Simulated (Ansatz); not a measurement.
**Response to strain in Ag**

Start from Ag in the fcc (Cu type) structure (space group Fm-3m, No. 225; relaxed with 0.1 eV smearing).

```
CELL_PARAMETERS angstrom
      0.00000     2.05214     2.05214
      2.05214     0.00000     2.05214
      2.05214     2.05214     0.00000
ATOMIC_POSITIONS crystal
  Ag 0.00000 0.00000 0.00000
```

Cartesian axes are those of the cell as printed.

Strains are applied to the cell and any free atomic positions relax.

All numbers come from r2SCAN in Ansatz (plane waves to 500 eV, PAW, scalar-relativistic without spin-orbit coupling).

Notes on the quantities. pressure: mean of the normal stresses, compression positive; energy relative to the base: free energy F.

```csv
case,shortest interatomic distance,pressure,energy relative to the base
base,2.902 Å,0.0 GPa,0 meV/atom
tensor shear ε_xy = +1.71 %,2.853 Å,0.2 GPa,+2.9 meV/atom
tensor shear ε_xy = +1.14 %,2.869 Å,0.1 GPa,+1.3 meV/atom
tensor shear ε_xy = +0.57 %,2.886 Å,0.0 GPa,?
tensor shear ε_xy = +0.29 %,2.894 Å,0.0 GPa,+0.1 meV/atom
tensor shear ε_xy = +0.86 %,2.877 Å,0.0 GPa,?
tensor shear ε_xy = +2.00 %,?,0.2 GPa,?
tensor shear ε_xy = +1.43 %,2.861 Å,0.1 GPa,+2.0 meV/atom
```

Task: Some entries are withheld; estimate them.

Result: 
- tensor shear ε_xy = +0.57 %, energy relative to the base: +0.3 meV/atom
- tensor shear ε_xy = +0.86 %, energy relative to the base: +0.7 meV/atom
- tensor shear ε_xy = +2.00 %, shortest interatomic distance: 2.844 Å
- tensor shear ε_xy = +2.00 %, energy relative to the base: +4.0 meV/atom

Stability against distortions was not tested.

Ansatz is a quantum-chemistry and plane-wave program.
